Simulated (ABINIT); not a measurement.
Worked example: self-consistent single point of GaSb (F-43m, 2 atoms in the cell) in ABINIT.

Computed with PBE, PAW (JTH v2.0 PBE PAW) (plane waves; ABINIT 10.0.3).

The change in words: lattice scaled by 0.98. Reference geometry:
```
CELL_PARAMETERS angstrom
      0.00000     3.14195     3.14195
      3.14195     0.00000     3.14195
      3.14195     3.14195     0.00000
ATOMIC_POSITIONS crystal
  Ga 0.00000 0.00000 0.00000
  Sb 0.75000 0.75000 0.75000
```

Reference input (self-consistent single point, DFT, PBE, plane waves, PAW (JTH v2.0 PBE PAW)): pseudos = [Ga.GGA_PBE-JTH.xml, Sb.GGA_PBE-JTH.xml]; ecut = 40 Ry; pawecutdg = 80 Ry; pawxcdev = 0; ixc = 11; occopt = 7; tsmear = 0.00367493 Ha; ngkpt = 9 9 9; nshiftk = 1; shiftk = 0 0 0; potentials = JTH v2.0 PBE PAW; nband = 19. This run's input differs from it in these lines:

```diff
@@ -5,5 +5,5 @@
 rprim
-         0.0000000000    5.9374155486    5.9374155486
-         5.9374155486   -0.0000000000    5.9374155486
-         5.9374155486    5.9374155486   -0.0000000000
+         0.0000000000    5.8186670487    5.8186670487
+         5.8186670487    0.0000000000    5.8186670487
+         5.8186670487    5.8186670487    0.0000000000
 natom 2
@@ -14,3 +14,3 @@
          0.0000000000    0.0000000000    0.0000000000
-         8.9061233230    8.9061233230    8.9061233230
+         8.7280005730    8.7280005730    8.7280005730
 ecut 40 Ry
```

Log, with long lists cut:

```
--- !BeginCycle
solver: {iscf: 17, nstep: 100, nline: 4, wfoptalg: 10, }
tolerances: {tolvrs: 1.00E-11, }
...

     iter   Etot(hartree)      deltaE(h)  residm     nres2
 ETOT  1  -160.68706464241    -1.607E+02 3.024E+00 1.872E+00
 ETOT  2  -161.70753433414    -1.020E+00 2.172E-02 9.169E-01
 ETOT  3  -161.70474938445     2.785E-03 2.682E-02 2.575E-01
 ETOT  4  -161.70412162604     6.278E-04 1.823E-03 1.910E-02
 ETOT  5  -161.70412157093     5.512E-08 9.192E-04 5.116E-03
   [... 5 lines left out ...]
 ETOT 11  -161.70419476185    -5.972E-10 3.934E-05 4.217E-09
 ETOT 12  -161.70419476197    -1.154E-10 5.754E-06 5.435E-10
 ETOT 13  -161.70419476198    -1.626E-11 2.097E-05 5.560E-11
 ETOT 14  -161.70419476198    -1.705E-12 3.447E-06 1.645E-12
 At SCF step   14       nres2   =  1.64E-12 < tolvrs=  1.00E-11 =>converged.

 Cartesian components of stress tensor (hartree/bohr^3)
  sigma(1 1)= -4.19301372E-05  sigma(3 2)=  0.00000000E+00
  sigma(2 2)= -4.19301372E-05  sigma(3 1)=  0.00000000E+00
  sigma(3 3)= -4.19301372E-05  sigma(2 1)=  0.00000000E+00

 ----iterations are completed or convergence reached----

 reduced coordinates (array xred) for    2 atoms
       0.000000000000      0.000000000000      0.000000000000
       0.750000000000      0.750000000000      0.750000000000
 cartesian forces (eV/Angstrom) at end:
    1      0.00000000000000     0.00000000000000    -0.00000000000000
    2     -0.00000000000000    -0.00000000000000     0.00000000000000
 frms,max,avg= 1.3349412E-29 2.0914509E-29   0.000E+00  0.000E+00  0.000E+00 e/A
   [... lines left out ...]
 Fermi (or HOMO) energy (hartree) =   0.16646   Average Vxc (hartree)=  -0.31218
 Fermi (or HOMO) energy (eV) =   4.52969   Average Vxc (eV)=  -8.49485
   [... lines left out ...]
'-kT*entropy'       : -8.30543795513314E-06
total_energy        : -1.61704194875711E+02
total_energy_eV     : -4.40019491853522E+03
...

-Cartesian components of stress tensor (GPa)         [Pressure=  1.2336E+00 GPa]
- sigma(1 1)= -1.23362702E+00  sigma(3 2)=  0.00000000E+00
- sigma(2 2)= -1.23362702E+00  sigma(3 1)=  0.00000000E+00
- sigma(3 3)= -1.23362702E+00  sigma(2 1)=  0.00000000E+00

 Calculation completed.
```

The run converged in 14 iterations. Against the reference run the free energy goes down by 1.3 meV/atom and the pressure goes from -1.45 to 1.23 GPa.

The starting cell comes from a database of computed structures (which also holds hypothetical and non-ambient phases and stackings), without a prior relaxation at this level. Its lattice was rescaled by a random factor within 2.5 % of one. For this run, on top of that: lattice scaled by 0.98. The run gives no clean gap (levels at the Fermi energy touch, overlap or are partly filled at this smearing), which alone does not show that the compound is a metal.

Cost on one core of a shared machine: roughly 2 min.
